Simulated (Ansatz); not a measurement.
# FeNi3 under a change: uniaxial strain ε_zz = +1.80 %

Base system: FeNi3 in the Cu3Au type structure (space group Pm-3m, No. 221; a = 3.514 Å; ferromagnetic; relaxed with 0.1 eV smearing). Axes: x, y, z lie along the cube axes.

Modification: the cell is stretched by 1.80 % along z with no lateral relaxation, atoms relaxed at fixed cell.

The values are results of Ansatz (a first-principles code), r2SCAN, PAW, cutoff 500 eV, without spin-orbit coupling, not measurements. Settings: 16×16×16 k-points, 0.1 eV Fermi–Dirac smearing.

The volume per atom grows by 0.20 Å³ (10.85 Å³ → 11.05 Å³) and the shortest interatomic distance remains 2.485 Å. The energy increases by 3.2 meV/atom and the band gap remains zero. The magnetic state remains ferromagnetic and the largest site moment hardly moves (3.18 μB against 3.20 μB). The stress (xx, yy, zz, yz, xz, xy; compression positive) amounts to (-2.8, -2.8, -5.1, 0.0, 0.0, 0.0) GPa.

Cost of the whole job for the changed cell (relaxation, final SCF and bands): roughly 7 core-minutes.

Other magnetic orders, which the real material may have, were not ruled out. Whether these cells are dynamically stable was not tested.
